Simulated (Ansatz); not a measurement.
The starting structures come from a database of crystals and need not be the phases stable at ambient conditions.

By PBEsol, the system below comes out a metal.

The ballistic (Sharvin) conductance counts the channels at the Fermi level: G/A = (e²/h) × channels of both spins per area.

Consider the following.

```
CELL_PARAMETERS angstrom
      6.49378     0.00000     0.00000
      0.00000     6.56704     0.00000
      3.24689     0.00000     5.98278
ATOMIC_POSITIONS crystal
  Sn 0.79546 0.83274 0.73800
  Sn 0.20454 0.83274 0.26200
  Sn 0.53346 0.16726 0.26200
  Sn 0.46654 0.16726 0.73800
  Sn 0.70454 0.66726 0.26200
  Sn 0.29546 0.66726 0.73800
  Sn 0.96654 0.33274 0.73800
  Sn 0.03346 0.33274 0.26200
  Au 0.00000 0.00000 0.00000
  Au 0.50000 0.50000 0.00000
```

Space group of this cell: Ccce. The cell is taken as given; by PBEsol its mean pressure is -1.6 GPa.

The current flows along the normal of the first two printed cell vectors. No spin-orbit coupling; the value is a mean over 0.1 eV about the Fermi level.

Q: Predict the ballistic conductance per area from PBEsol run with Ansatz (a program for electronic structure).

A: 0.56 × 10¹⁵ S/m² for both spins.
